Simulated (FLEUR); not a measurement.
Band structure of AlFe (Pm-3m, 2 atoms in the cell).

```yaml
crystal:
  lattice:
    - [2.80254, 0.00000, 0.00000]
    - [0.00000, 2.80254, 0.00000]
    - [0.00000, 0.00000, 2.80254]
  atoms:
    - { symbol: Al, position: [0.00000, 0.00000, 0.00000] }
    - { symbol: Fe, position: [0.50000, 0.50000, 0.50000], spin: 4.0 }
```
(The spins are starting values, not results.)

Computed with PBE, all-electron FLAPW (FLEUR), scalar-relativistic valence.

Settings: Kmax = 4.1 1/bohr; GmaxXC = 16.4 1/bohr; xcFunctional = pbe; jspins = 2; l_soc = F; mode = hist; fermiSmearingEnergy = 0.00367493 Htr; mesh (inpgen div1-3) = 12 12 12; inpgen gamma flag = true; Gmax = 16.4 1/bohr; numbands = 0; maxIterBroyd = 40; imix = Anderson; alpha = 0.05.

The starting cell comes from a database of computed structures (which also holds hypothetical and non-ambient phases and stackings), without a prior relaxation at this level. Its lattice was rescaled by a random factor within 2.5 % of one. Values depend on the basis (sphere radii, cutoffs, local orbitals), which need not be converged.

Levels in eV from the Fermi level, bands 7 to 14 of the first spin channel:
```csv
point,7,8,9,10,11,12,13,14
Γ,-2.74,-0.29,-0.29,-0.29,6.79,6.79,6.79,9.99
X,-2.03,-1.35,-1.35,-0.15,1.13,8.82,11.55,11.55
M,-2.19,-2.19,-1.11,-1.11,0.62,3.66,4.72,13.61
R,-3.88,0.67,0.67,3.07,3.07,3.07,4.99,6.61
```
